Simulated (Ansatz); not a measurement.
Mo$_{3}$S$_{4}$ (space group R-3, No. 148)

Space group R-3, hexagonal axes (No. 148); a = 9.1342 Å, b = 9.1342 Å, c = 10.8508 Å, α = 90.00°, β = 90.00°, γ = 120.00°

| atom | site | symmetry | x | y | z |
|---|---|---|---|---|---|
| Mo | 18f | 1 | 0.0161 | 0.1783 | 0.3897 |
| S | 18f | 1 | 0.0162 | 0.3800 | 0.2483 |
| S | 6c | 3. | 0.0000 | 0.0000 | 0.2206 |
(The calculation used a cell of 14 atoms; values per cell refer to that cell.)

The values are results of Kohn–Sham DFT with the PBEsol functional, run in Ansatz (a program for electronic structure) with PAW and 420 eV plane waves, no spin-orbit coupling, not measurements. k-mesh 6×6×6 (Γ-centred); smearing 0.05 eV (Fermi–Dirac).

```json
{
 "volume_per_atom": "18.67 Å³",
 "density": "5.29 g/cm³",
 "band_gap": "zero",
 "total_energy": "-2605.338 eV/atom (σ→0; compares only within this code and set-up)"
}
```

Whether these cells are dynamically stable was not tested. All final runs are without spin polarisation.
